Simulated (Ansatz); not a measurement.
What uniaxial stress, 5 GPa compression along z does to PtTe2

Start from PtTe$_{2}$ (space group P-3m1, No. 164; a = 4.053 Å, c = 5.097 Å; layered; relaxed with 0.1 eV smearing). Axes: x lies along a and z along c of the hexagonal cell.

Perturbation: uniaxial stress, 5 GPa compression along z; all other stress components relax to zero.

Method: Ansatz (a first-principles code), PBE-D3(BJ), PAW, cutoff 420 eV, no spin-orbit coupling. Settings: 16×16×12 k-points, 0.1 eV Fermi–Dirac smearing.

- Space group: P-3m1 (No. 164) (base P-3m1 (No. 164))
- Shortest interatomic distance: 270.7 pm (base 270.7 pm)
- Energy relative to the base (free energy F): +27 meV/atom
- Band gap: zero (base zero)
- Strain response (xx, yy, zz): (+1.86, +1.86, −7.32) %

Final structure:

```yaml
crystal:
  lattice:
    - [4.12821, 0.00000, 0.00000]
    - [-2.06411, 3.57514, 0.00000]
    - [0.00000, 0.00000, 4.72383]
  atoms:
    - { symbol: Pt, position: [0.00000, 0.00000, 0.00000] }
    - { symbol: Te, position: [0.33333, 0.66667, 0.27179] }
    - { symbol: Te, position: [0.66667, 0.33333, 0.72821] }
```

Cost of the whole job for the changed cell (relaxation, final SCF and bands): very roughly 2.8 core-minutes.

Stability under load was not tested beyond the relaxation. The final runs are not spin-polarised.
